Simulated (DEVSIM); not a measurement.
System: abrupt Ge n-p junction, at 300 K.

```tsv
layer (left to right)	material	thickness (μm)	Nd (cm⁻³)	Na (cm⁻³)	τn (s)	τp (s)
1	Ge	0.770	2.3e16	-	3.4e-5	3.4e-5
2	Ge	0.590	-	1.1e16	3.4e-5	3.4e-5
```

Left contact: ohmic. Right contact: ohmic. Voltage is applied to the left contact. Recombination: SRH at mid-gap, Auger. Mobility is μmin + (μ − μmin)/(1 + (N/Nref)^α).

Constants are typed, rounded textbook-type inputs, not results; the design itself was drawn at random and stands for no fabricated device. Values at 300 K; Nc and Nv go as T^1.5, mobilities as T to minus their exponent, the gap by Varshni's rule with the affinity fixed.

```
parameter               Ge
----------------  --------
gap (eV)             0.664
affinity (eV)            4
permittivity            16
Nc (cm⁻³)          1.04e19
Nv (cm⁻³)             6e18
μn (cm²/Vs)           3900
μp (cm²/Vs)           1900
μn,min                 150
μp,min                 100
Nref,n              2.6e17
Nref,p                4e17
αn                    0.56
αp                     0.6
T exponent of μn      1.66
T exponent of μp      2.33
Cn (cm⁶/s)           1e-31
Cp (cm⁶/s)           1e-31
Varshni α (eV/K)  0.000477
Varshni β (K)          235
```

Simulated with DEVSIM: 1D drift-diffusion, Boltzmann statistics, complete ionisation; no tunnelling, impact ionisation, image-force lowering or self-heating.

Base results: largest field in the device at zero bias (V/cm) 22000; potential step across the device at zero bias (V) 0.343.

What follows from this one change: temperature 300 → 450 K?

largest field in the device at zero bias 22000 → 9400 V/cm; potential step across the device at zero bias 0.343 → 0.086 V.

What follows from this one change: doping Nd of layer 1 2.3e+16 → 6.9e+17 cm^-3?

largest field in the device at zero bias 22000 → 46000 V/cm; potential step across the device at zero bias 0.343 → 0.431 V.
